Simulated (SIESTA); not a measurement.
**Cost against accuracy: SCF.FreeE.Tolerance for La3BeInS7 (P6_3, 24 atoms in the cell)**

Cell: a = 10.1305 Å, b = 10.1305 Å, c = 6.0841 Å, α = 90.00°, β = 90.00°, γ = 120.00°.

Computed with SIESTA with GGA PBEsol, numerical atomic orbitals DZP, PseudoDojo PBEsol standard norm-conserving potentials (rewritten from UPF to PSML).

Base settings: XC.functional = GGA; XC.authors = PBEsol; potentials = PseudoDojo PBEsol standard; PAO.BasisSize = DZP; PAO.EnergyShift = 0.01 Ry; MeshCutoff = 400 Ry; kgrid.MonkhorstPack = 4 4 5; OccupationFunction = MP; OccupationMPOrder = 0; ElectronicTemperature = 0.01 eV.

Misses are taken against the tightest run, 1.0E-12 eV (SCF.DM.Tolerance: 1.0E-04 → default; SCF.DM.Converge: default → false; SCF.H.Converge: default → false; SCF.FreeE.Converge: default → true), which need not be fully converged itself.

Core times come from one kind of shared machine and are given to one figure; runs under 30 s give none.

The starting cell comes from a database of computed structures (which also holds hypothetical and non-ambient phases and stackings), without a prior relaxation at this level. Its lattice was rescaled by a random factor within 2.5 % of one. Values carry the incompleteness of an atom-centred basis.

| SCF.FreeE.Tolerance | largest difference in the force on any atom (eV/Å) | core time / reference (rough) |
|---|---|---|
| 1.0E-01 eV (SCF.DM.Tolerance: 1.0E-04 → default; SCF.DM.Converge: default → false; SCF.H.Converge: default → false; SCF.FreeE.Converge: default → true) | 0.106 | 0.2 |
| 1.0E-02 eV (SCF.DM.Tolerance: 1.0E-04 → default; SCF.DM.Converge: default → false; SCF.H.Converge: default → false; SCF.FreeE.Converge: default → true) | 0.014 | 0.3 |
| 1.0E-03 eV (SCF.DM.Tolerance: 1.0E-04 → default; SCF.DM.Converge: default → false; SCF.H.Converge: default → false; SCF.FreeE.Converge: default → true) | 0.014 | 0.3 |
| 1.0E-04 eV (SCF.DM.Tolerance: 1.0E-04 → default; SCF.DM.Converge: default → false; SCF.H.Converge: default → false; SCF.FreeE.Converge: default → true) | 0.001 | 0.4 |
| 1.0E-05 eV (SCF.DM.Tolerance: 1.0E-04 → default; SCF.DM.Converge: default → false; SCF.H.Converge: default → false; SCF.FreeE.Converge: default → true) | 0.001 | 0.6 |
| 1.0E-06 eV (SCF.DM.Tolerance: 1.0E-04 → default; SCF.DM.Converge: default → false; SCF.H.Converge: default → false; SCF.FreeE.Converge: default → true) | 0.000 | 0.4 |
| 1.0E-08 eV (SCF.DM.Tolerance: 1.0E-04 → default; SCF.DM.Converge: default → false; SCF.H.Converge: default → false; SCF.FreeE.Converge: default → true) | 0.000 | 0.8 |
| 1.0E-10 eV (SCF.DM.Tolerance: 1.0E-04 → default; SCF.DM.Converge: default → false; SCF.H.Converge: default → false; SCF.FreeE.Converge: default → true) | 0.000 | 0.6 |
| 1.0E-12 eV (SCF.DM.Tolerance: 1.0E-04 → default; SCF.DM.Converge: default → false; SCF.H.Converge: default → false; SCF.FreeE.Converge: default → true) | 0.000 | 1 |

Coarsest setting among those run that, with all tighter ones, holds the force on any atom within 0.02 eV/Å of the reference: 1.0E-02 eV (SCF.DM.Tolerance: 1.0E-04 → default; SCF.DM.Converge: default → false; SCF.H.Converge: default → false; SCF.FreeE.Converge: default → true), off by 0.014 eV/Å; it needs about 0.3 of the reference's time.

Coarsest setting among those run that, with all tighter ones, holds the force on any atom within 0.01 eV/Å of the reference: 1.0E-04 eV (SCF.DM.Tolerance: 1.0E-04 → default; SCF.DM.Converge: default → false; SCF.H.Converge: default → false; SCF.FreeE.Converge: default → true), off by 0.0008 eV/Å; it needs about 0.4 of the reference's time.

The step from 1.0E-01 eV (SCF.DM.Tolerance: 1.0E-04 → default; SCF.DM.Converge: default → false; SCF.H.Converge: default → false; SCF.FreeE.Converge: default → true) to 1.0E-08 eV (SCF.DM.Tolerance: 1.0E-04 → default; SCF.DM.Converge: default → false; SCF.H.Converge: default → false; SCF.FreeE.Converge: default → true): it takes the miss in the force on any atom from 0.11 to 0.0000 eV/Å, for roughly 4 times the time.
